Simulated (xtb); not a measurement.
xtb 6.7.1, GFN2-xTB: p-cresol triplet (Cc1ccc(O)cc1), charge 0, multiplicity 3, 16 atoms. The geometry is a generated start, not checked to be a minimum at this level.

```
Item                                                                                                            Value
------------------------  -------------------------------------------------------------------------------------------
method                                                                                                       GFN2-xTB
--acc                                                                                                     1 (default)
--etemp (K)                                                                                             300 (default)
detailed input (--input)  none: ANC optimiser, Lindh (1995) Hessian, microcycle=20, maxdispl=1.0, hlow=0.01 (default)
basis functions                                                                                                    40
valence electrons                                                                                                  42
```

```xyz
16

C     -2.4530     0.0588     0.3122
C     -0.9689    -0.0058     0.1058
C     -0.1020     0.6537     0.9659
C      1.2668     0.6147     0.7683
C      1.7958    -0.0912    -0.3039
O      3.1370    -0.1608    -0.5378
C      0.9365    -0.7550    -1.1733
C     -0.4270    -0.7081    -0.9644
H     -2.9345    -0.8419    -0.0610
H     -2.6930     0.1768     1.3664
H     -2.8694     0.9114    -0.2260
H     -0.4996     1.2073     1.8045
H      1.9283     1.1341     1.4509
H      3.6092     0.3362     0.1411
H      1.3575    -1.3010    -2.0025
H     -1.0838    -1.2293    -1.6460
```

Charge 0 and multiplicity 3 are set for this test and not shown to be the ground state. GFN-xTB has no spin term: --uhf 2 sets the occupations alone.

The structure is relaxed from this start with --opt LEVEL for the levels crude, sloppy, loose, lax, normal, tight, vtight, extreme, once each. Up to the end of the extreme run atoms move by at most 0.47 Å along an axis.

### Question
Choose the cheapest level whose final energy lies within 1 meV of that of extreme.

### Answer
lax: 19 cycles against 29, ending 0.43 meV above.

```tsv
level	cycles	energy above the extreme run (meV)	gradient norm (eV/Å)
crude	9	15	0.48
sloppy	10	14	0.20
loose	10	14	0.20
lax	19	0.43	0.13
normal	21	0.14	0.028
tight	23	0.082	0.013
vtight	28	under 0.01	0.0018
extreme	29	—	0.0014
```
